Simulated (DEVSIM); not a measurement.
## abrupt Si p-n junction

Device: abrupt Si p-n junction, at 300 K.

```
layer (left to right)  material  thickness (μm)  Nd (cm⁻³)  Na (cm⁻³)  τn (s)  τp (s)
---------------------  --------  --------------  ---------  ---------  ------  ------
1                            Si           0.240          -     1.5e16  5.2e-7  5.2e-7
2                            Si            5.90       3e17          -  5.2e-7  5.2e-7
```

Left contact: ohmic. Right contact: ohmic. Voltage is applied to the left contact. Recombination: SRH at mid-gap. Mobility is μmin + (μ − μmin)/(1 + (N/Nref)^α).

This is a model device: material constants are rounded textbook-type values typed into the input, and sizes, dopings and lifetimes were drawn at random. Values at 300 K.

```tsv
parameter	Si
gap (eV)	1.124
affinity (eV)	4.05
permittivity	11.7
Nc (cm⁻³)	2.86e19
Nv (cm⁻³)	3.1e19
μn (cm²/Vs)	1417
μp (cm²/Vs)	470
μn,min	52
μp,min	45
Nref,n	9.7e16
Nref,p	2.2e17
αn	0.68
αp	0.72
```

Model (solved in DEVSIM): 1D drift-diffusion, Boltzmann statistics, complete ionisation; no tunnelling, impact ionisation, image-force lowering or self-heating.

```
Quantity                                           Result
---------------------------------------------  ----------
Potential step across the device at zero bias     0.809 V
Largest field in the device at zero bias       60000 V/cm
Dark forward voltage at 1 A/cm²                   0.503 V
Dark forward voltage at 100 A/cm²                 0.635 V
```

Dark forward current:

```tsv
V (V)	J (A/cm²)
0.05	8.2e-8
0.10	5.5e-7
0.15	3.3e-6
0.20	2.0e-5
0.30	0.00070
0.35	0.0042
0.40	0.025
0.45	0.15
0.50	0.91
0.55	5.4
0.65	160
0.70	600
0.75	1500
0.80	2700
```

Small-signal capacitance in reverse bias (quasi-static):

```tsv
V (V)	C (nF/cm²)
-0.2	41.6
-0.5	40.6
-1	39.8
-1.5	39.1
-2	38.5
-3	37.4
-4	36.4
-5	35.5
```
